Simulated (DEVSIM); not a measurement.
**InP p-i-n diode**

Structure: InP p-i-n diode, at 300 K.

```csv
layer (left to right),material,thickness (μm),Nd (cm⁻³),Na (cm⁻³),τn (s),τp (s)
1,InP,1.20,-,1.2e17,4.6e-9,4.6e-9
2,InP,0.770,9.9e11,-,4.6e-9,4.6e-9
3,InP,0.350,2.1e17,-,4.6e-9,4.6e-9
```

Left contact: ohmic. Right contact: ohmic. Voltage is applied to the left contact. Recombination: SRH at mid-gap, Auger. Mobility is μmin + (μ − μmin)/(1 + (N/Nref)^α).

This is a model device: material constants are rounded textbook-type values typed into the input, and sizes, dopings and lifetimes were drawn at random. Values at 300 K.

| parameter | InP |
|---|---|
| gap (eV) | 1.344 |
| affinity (eV) | 4.38 |
| permittivity | 12.5 |
| Nc (cm⁻³) | 5.7e17 |
| Nv (cm⁻³) | 1.1e19 |
| μn (cm²/Vs) | 5200 |
| μp (cm²/Vs) | 170 |
| μn,min | 400 |
| μp,min | 10 |
| Nref,n | 3e17 |
| Nref,p | 4.9e17 |
| αn | 0.47 |
| αp | 0.62 |
| Cn (cm⁶/s) | 9e-31 |
| Cp (cm⁶/s) | 9e-31 |

DEVSIM, 1D drift-diffusion, Boltzmann statistics, complete ionisation; no tunnelling, impact ionisation, image-force lowering or self-heating.

```
Item                                            Result
---------------------------------------------  -------
Potential step across the device at zero bias  1.201 V
Dark forward voltage at 1 A/cm²                0.916 V
Dark forward voltage at 100 A/cm²              1.056 V
```

Dark forward current:

| V (V) | J (A/cm²) |
|---|---|
| 0.05 | 2.4e-9 |
| 0.10 | 8.7e-9 |
| 0.15 | 2.6e-8 |
| 0.20 | 7.3e-8 |
| 0.30 | 5.8e-7 |
| 0.35 | 1.6e-6 |
| 0.40 | 4.7e-6 |
| 0.45 | 1.3e-5 |
| 0.50 | 3.8e-5 |
| 0.55 | 0.00011 |
| 0.65 | 0.0010 |
| 0.70 | 0.0032 |
| 0.75 | 0.011 |
| 0.80 | 0.038 |
| 0.85 | 0.15 |
| 0.90 | 0.62 |
| 1.00 | 14 |
| 1.05 | 81 |
| 1.10 | 460 |
| 1.15 | 2300 |

Small-signal capacitance in reverse bias (quasi-static):

```csv
V (V),C (nF/cm²)
-0.2,14.5
-0.5,14.3
-1,14.1
-1.5,13.9
-2,13.8
-3,13.6
-4,13.4
-5,13.2
-6.5,12.9
-8,12.7
-10,12.4
```
